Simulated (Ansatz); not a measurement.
The parent structure is BaHfO$_{3}$ in the cubic perovskite structure (space group Pm-3m, No. 221).

Space group Pm-3m (No. 221); a = b = c = 4.158 Å, α = β = γ = 90.00°

| atom | site | symmetry | x | y | z |
|---|---|---|---|---|---|
| Ba | 1a | m-3m | 0.0000 | 0.0000 | 0.0000 |
| Hf | 1b | m-3m | 0.5000 | 0.5000 | 0.5000 |
| O | 3c | 4/mm.m | 0.0000 | 0.5000 | 0.5000 |

Computed with PBEsol (Ansatz, a quantum-chemistry and plane-wave program; PAW; 420 eV plane waves; no SOC).

Strains are applied to the cell and any free atomic positions relax.

One change was made to it. Results:

The smallest direct gap falls by 0.02 eV to 3.65 eV; the pressure goes from zero to -5.59 GPa; the band gap decreases by 0.07 eV (3.58 eV → 3.51 eV); the energy rises by 9.4 meV/atom.

### Question
Which of these changes matches the shifts?
(A) isotropic strain +1.20 %
(B) isotropic strain +0.60 %
(C) isotropic strain +2.40 %
(D) isotropic strain +3.00 %

### Answer
A, isotropic strain +1.20 %. For comparison, the energy relative to the base in the other runs: isotropic strain +0.60 % gives +2.4 meV/atom; isotropic strain +3.00 % gives +56 meV/atom; isotropic strain +2.40 % gives +36 meV/atom.

With Hf present, leaving out spin-orbit coupling can change the band edges. Whether these cells are dynamically stable was not tested.
